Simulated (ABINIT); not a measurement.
Input and output of a self-consistent single point for GaAg (Pm-3m, 2 atoms in the cell) (ABINIT).

Method: PBEsol, norm-conserving pseudopotentials (PseudoDojo nc-sr-04 PBEsol standard) (plane waves; ABINIT).

The change in words: lattice scaled by 0.98. Reference geometry:
```xyz
2
Lattice="3.3172 0.0000 0.0000 0.0000 3.3172 0.0000 0.0000 0.0000 3.3172" Properties=species:S:1:pos:R:3 pbc="T T T"
Ga     1.6586     1.6586     1.6586
Ag     0.0000     0.0000     0.0000
```

Reference input (self-consistent single point, DFT, PBEsol, plane waves, norm-conserving pseudopotentials (PseudoDojo nc-sr-04 PBEsol standard)): pseudos = [Ga.upf, Ag.upf]; ecut = 41 Ha; occopt = 7; tsmear = 0.00999582 Ha; ngkpt = 13 13 13; nshiftk = 1; shiftk = 0 0 0; potentials = PseudoDojo nc-sr-04 PBEsol standard; nband = 22; kptopt = 1; nstep = 100; tolvrs = 1e-10. This run's input differs from it in these lines:

```diff
@@ -3,3 +3,3 @@
 pseudos "Ga.upf, Ag.upf"
-acell 6.2686561924 6.2686561924 6.2686561924
+acell 6.1432823127 6.1432823127 6.1432823127
 rprim
```

The program printed (abridged):

```
--- !BeginCycle
solver: {iscf: 7, nstep: 100, nline: 4, wfoptalg: 0, }
tolerances: {tolvrs: 1.00E-10, }
...

     iter   Etot(hartree)      deltaE(h)  residm     vres2
 ETOT  1  -230.81519798967    -2.308E+02 5.545E-01 1.472E+02
 ETOT  2  -231.21425922628    -3.991E-01 3.494E-02 1.413E+02
 ETOT  3  -231.24598178404    -3.172E-02 1.602E-02 1.388E+00
 ETOT  4  -231.24651413027    -5.323E-04 9.897E-03 9.488E-02
 ETOT  5  -231.24653587090    -2.174E-05 5.589E-03 1.033E-02
 ETOT  6  -231.24653927776    -3.407E-06 2.634E-03 3.113E-05
 ETOT  7  -231.24653928908    -1.132E-08 6.071E-04 4.213E-07
 ETOT  8  -231.24653928921    -1.329E-10 2.282E-04 1.555E-08
 ETOT  9  -231.24653928922    -4.462E-12 1.560E-04 8.046E-11
 At SCF step    9       vres2   =  8.05E-11 < tolvrs=  1.00E-10 =>converged.

 Cartesian components of stress tensor (hartree/bohr^3)
  sigma(1 1)=  4.84396457E-05  sigma(3 2)=  0.00000000E+00
  sigma(2 2)=  4.84396457E-05  sigma(3 1)=  0.00000000E+00
  sigma(3 3)=  4.84396457E-05  sigma(2 1)=  0.00000000E+00

 ----iterations are completed or convergence reached----

 reduced coordinates (array xred) for    2 atoms
       0.500000000000      0.500000000000      0.500000000000
       0.000000000000      0.000000000000      0.000000000000
 cartesian forces (eV/Angstrom) at end:
    1     -0.00000000000000    -0.00000000000000    -0.00000000000000
    2     -0.00000000000000    -0.00000000000000    -0.00000000000000
 frms,max,avg= 0.0000000E+00 0.0000000E+00   0.000E+00  0.000E+00  0.000E+00 e/A
   [... lines left out ...]
 Fermi (or HOMO) energy (eV) =   8.86633   Average Vxc (eV)= -12.30395
   [... lines left out ...]
total_energy        : -2.31246539289216E+02
total_energy_eV     : -6.29253834689542E+03
band_energy         : -1.68285872152063E+01
...

-Cartesian components of stress tensor (GPa)         [Pressure= -1.4251E+00 GPa]
- sigma(1 1)=  1.42514334E+00  sigma(3 2)=  0.00000000E+00
- sigma(2 2)=  1.42514334E+00  sigma(3 1)=  0.00000000E+00
- sigma(3 3)=  1.42514334E+00  sigma(2 1)=  0.00000000E+00

 Calculation completed.
```

The run converged in 9 iterations. Against the reference run the free energy goes down by 23.1 meV/atom and the pressure goes from -5.40 to -1.43 GPa.

The starting cell comes from a database of computed structures (which also holds hypothetical and non-ambient phases and stackings), without a prior relaxation at this level. For this run, on top of that: lattice scaled by 0.98.

Cost on one core of a shared machine: roughly 4 min.
